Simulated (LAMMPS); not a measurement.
MD of SiC (zinc blende) at zero pressure, 1000 atoms, as a liquid; each row is its own run.

Level of theory: classical MD, pair style edip/multi, file SiC.edip (LAMMPS).

| T (K) | D(Si) (cm²/s) |
|---|---|
| 1600 | 6.12e-6 |
| 2320 | 5.79e-5 |
| 2610 | 9.26e-5 |
| 2900 | 0.000127 |
| 3190 | 0.000153 |
| 3620 | 0.000214 |
| 4060 | 0.000310 |
| 4640 | 0.000383 |

Task: Fit an Arrhenius law, ln y = a + b / x, to these rows (x is the first column, y the second) and predict the run at x = 2030.

Result: Least squares gives a = -5.6047 and b = -10000. The slope times kB gives an activation energy of 0.86 eV. At x = 2030 the fit predicts 2.67e-5 cm²/s. The run itself gave (2.94 ± 0.05) × 10^-5 cm²/s, so the fit is 9.2 % low.

Caution: at ambient pressure real SiC sublimes or decomposes before or as it melts, so this liquid is the model's.

Caution: a run this short can hold a crystal over, or a liquid under, the potential's own melting point, which these runs don't give.

Caution (rows 2610; 3620): enthalpy drifts during the constant-pressure average: a transition or slow ageing; fluctuation values are void.

Errors of D are the spread over four groups of atoms in one short run; a floor of about 5 %, a picked value, is safer.
